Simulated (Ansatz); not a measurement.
# A computed series for hypothetical diamond Be: pressure series

Take Be in the diamond structure (space group Fd-3m, No. 227; a hypothetical phase, not in the database extracts checked) as the base.

```
CELL_PARAMETERS angstrom
      0.00000     2.44869     2.44869
      2.44869     0.00000     2.44869
      2.44869     2.44869     0.00000
ATOMIC_POSITIONS crystal
  Be 0.75000 0.75000 0.75000
  Be 0.50000 0.50000 0.50000
```

Cell and atoms are relaxed at each pressure.

Method: DFT with PBE, PAW potentials and a 420 eV plane-wave cutoff in Ansatz (a first-principles code), no SOC.

Notes on the quantities. enthalpy: H = E + PV relative to the base's energy.

| variant | lattice parameter a | enthalpy |
|---|---|---|
| base | 489.7 pm | – |
| pressure −2 GPa | 497.9 pm | -0.19 eV/atom |
| pressure −1 GPa | 493.6 pm | -0.09 eV/atom |
| pressure 0.3 GPa | 488.6 pm | +0.03 eV/atom |
| pressure 0.7 GPa | 487.2 pm | +0.06 eV/atom |
| pressure 1.5 GPa | 484.5 pm | +0.14 eV/atom |
| pressure 3 GPa | 479.8 pm | +0.27 eV/atom |
| pressure 5 GPa | 474.2 pm | +0.44 eV/atom |
| pressure 7.5 GPa | … | +0.64 eV/atom |
| pressure 10 GPa | 462.7 pm | +0.84 eV/atom |

Q: Complete the table.

A: 
- pressure 7.5 GPa, lattice parameter a: 468.1 pm

Load acts through the strain it causes; cell and atoms are relaxed under it. Whether these cells are dynamically stable was not tested. Competing high-pressure phases were not computed.
